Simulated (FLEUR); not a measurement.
# Short convergence ladders for In (I4/mmm, 1 atom in the cell)

```yaml
crystal:
  lattice:
    - [-1.62987, 1.62987, 2.48243]
    - [1.62987, -1.62987, 2.48243]
    - [1.62987, 1.62987, -2.48243]
  atoms:
    - { symbol: In, position: [0.00000, 0.00000, 0.00000] }
```

Base method: PBE, all-electron FLAPW (FLEUR), scalar-relativistic valence.

Base settings: Kmax = 4.5 1/bohr; GmaxXC = 22.5 1/bohr; xcFunctional = pbe; jspins = 1; l_soc = F; mode = hist; fermiSmearingEnergy = 0.00367493 Htr; mesh (inpgen div1-3) = 7 7 7; inpgen gamma flag = false; Gmax = 22.5 1/bohr.

Core times come from one kind of shared machine, to one figure; runs under 30 s give none.

**The k-point mesh**

Moved along: kpt_gamma.

The second cell is the first with its lattice scaled by 0.98.

Only quantities that move along the ladder and can be compared are tabulated.

| kpt_div | free energy less the last step's (meV/atom) | energy of the compressed cell less the first (meV/atom) | core time / last (rough) |
|---|---|---|---|
| 2 2 2 | -378.96 | -38.59 | 0.4 |
| 4 4 4 | 129.63 | 52.04 | 0.5 |
| 6 6 6 | -30.48 | 24.56 | 0.5 |
| 7 7 7 | 5.94 | 25.59 | 0.6 |
| 9 9 9 | 11.15 | 31.35 | 0.9 |
| 11 11 11 | 0.00 | 30.41 | 1 |

Coarsest kpt_div that holds the free energy within 5 meV/atom: not settled: the last two steps still differ by 11 meV/atom, over half the tolerance, so the ladder does not show it.

Coarsest kpt_div that holds the energy of the compressed cell less the first within 2 meV/atom of the last step, with all finer ones: 9 9 9; the step before is off by 4.8 meV/atom.

**The k-point mesh at a smearing width of 0.02 eV**

In this ladder: fermiSmearingEnergy = 0.00073499 Htr.

Only quantities that move along the ladder and can be compared are tabulated.

| kpt_div | free energy less the last step's (meV/atom) | core time / last (rough) |
|---|---|---|
| 5 5 5 | 49.07 | 0.10 |
| 7 7 7 | 9.57 | 0.2 |
| 11 11 11 | 2.32 | 0.3 |
| 13 13 13 | -1.65 | 0.3 |
| 19 19 19 | 0.00 | 1 |

Coarsest kpt_div that holds the free energy within 5 meV/atom of the last step, with all finer ones: 11 11 11, at about 0.3 of the last step's time; the step before is off by 9.6 meV/atom.

**The k-point mesh at a smearing width of 0.3 eV**

In this ladder: fermiSmearingEnergy = 0.0110248 Htr.

Only quantities that move along the ladder and can be compared are tabulated.

| kpt_div | free energy less the last step's (meV/atom) | core time / last (rough) |
|---|---|---|
| 5 5 5 | 13.61 | 0.3 |
| 7 7 7 | 2.00 | 0.3 |
| 11 11 11 | -0.07 | 0.7 |
| 13 13 13 | 0.00 | 1 |

Coarsest kpt_div that holds the free energy within 5 meV/atom of the last step, with all finer ones: 7 7 7, at about 0.3 of the last step's time; the step before is off by 14 meV/atom.

On the base run: the starting cell has typed, rounded lattice constants, without a prior relaxation at this level. Its lattice was rescaled by up to half a per cent. Values depend on the basis (sphere radii, cutoffs, local orbitals), which need not be converged.
